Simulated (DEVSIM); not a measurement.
illuminated Si n-on-p cell, one wavelength

Device: illuminated Si n-on-p cell, one wavelength, at 300 K.

```csv
layer (left to right),material,thickness (μm),Nd (cm⁻³),Na (cm⁻³),τn (s),τp (s),absorption coefficient (cm⁻¹)
1,Si,0.560,4.5e18,-,2.9e-7,2e-7,6900
2,Si,180,-,1e17,9.8e-7,9.8e-7,6900
```

Left contact: ohmic, minority hole recombination velocity 300 cm/s. Right contact: ohmic, minority electron recombination velocity 4e6 cm/s. Voltage is applied to the left contact. Recombination: SRH at mid-gap, radiative, Auger. Light enters at the left, 2.3e17 photons cm⁻² s⁻¹, one pass, no reflection. Mobility is μmin + (μ − μmin)/(1 + (N/Nref)^α).

This is a model device: material constants are rounded textbook-type values typed into the input, and sizes, dopings and lifetimes were drawn at random. Values at 300 K.

| parameter | Si |
|---|---|
| gap (eV) | 1.124 |
| affinity (eV) | 4.05 |
| permittivity | 11.7 |
| Nc (cm⁻³) | 2.86e19 |
| Nv (cm⁻³) | 3.1e19 |
| μn (cm²/Vs) | 1417 |
| μp (cm²/Vs) | 470 |
| μn,min | 52 |
| μp,min | 45 |
| Nref,n | 9.7e16 |
| Nref,p | 2.2e17 |
| αn | 0.68 |
| αp | 0.72 |
| B (cm³/s) | 4.7e-15 |
| Cn (cm⁶/s) | 2.8e-31 |
| Cp (cm⁶/s) | 9.9e-32 |

Model (solved in DEVSIM): 1D drift-diffusion, Boltzmann statistics, complete ionisation; no tunnelling, impact ionisation, image-force lowering or self-heating.

```yaml
potential_step_across_the_device_at_zero_bias: 0.928 V
largest_field_in_the_device_at_zero_bias: 180000 V/cm
Dark forward voltage at 1 A/cm²: 0.723 V
Dark forward voltage at 100 A/cm²: 1.008 V
short_circuit_current: 36.0 mA/cm²
open_circuit_voltage: 0.633 V
fill_factor: 0.83
largest_power: 19.0 mW/cm²
share_of_generated_pairs_collected_at_short_circuit: 0.976
```

Current under light (generator sign):

| V (V) | J (mA/cm²) |
|---|---|
| 0.00 | 36.0 |
| 0.08 | 36.0 |
| 0.18 | 36.0 |
| 0.28 | 36.0 |
| 0.38 | 36.0 |
| 0.48 | 35.9 |
| 0.50 | 35.7 |
| 0.52 | 35.5 |
| 0.54 | 34.9 |
| 0.56 | 33.8 |
| 0.58 | 31.3 |
| 0.60 | 25.9 |
| 0.62 | 14.3 |
| 0.64 | -10.7 |

Dark reverse current:

```tsv
V (V)	J (A/cm²)
0.04	5.1e-10
0.10	1.0e-9
0.20	1.7e-9
0.30	2.3e-9
0.40	2.9e-9
0.60	4.0e-9
0.80	4.9e-9
1.00	5.8e-9
```
